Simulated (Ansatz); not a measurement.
Crystal: NaLaTiO4 (P4/nmm, not sure to be the ambient phase, 14 atoms a cell, 13.5 Å³ an atom, -3 GPa at this level); planes in its conventional cell.

Level of theory: r2SCAN (plane waves, PAW; Ansatz, a first-principles code).

The gap is the functional's own, uncorrected, and κ follows it; spin-orbit coupling is left out. Mid-gap values are interpolated between the computed energies.

```
plane  area of the cell (Å²)  mid-gap κ (1/Å)  largest κ in the gap (1/Å)
-----  ---------------------  ---------------  --------------------------
(100)                   50.0             0.36                        0.36
(111)                   72.2              ___                         ___
(110)                   70.8              ___                         ___
```

### Question
The slowest decay depends on the direction. Supply the withheld values.

### Answer

- (111), mid-gap κ (1/Å): 0.31
- (111), largest κ in the gap (1/Å): 0.31
- (110), mid-gap κ (1/Å): 0.30
- (110), largest κ in the gap (1/Å): 0.30
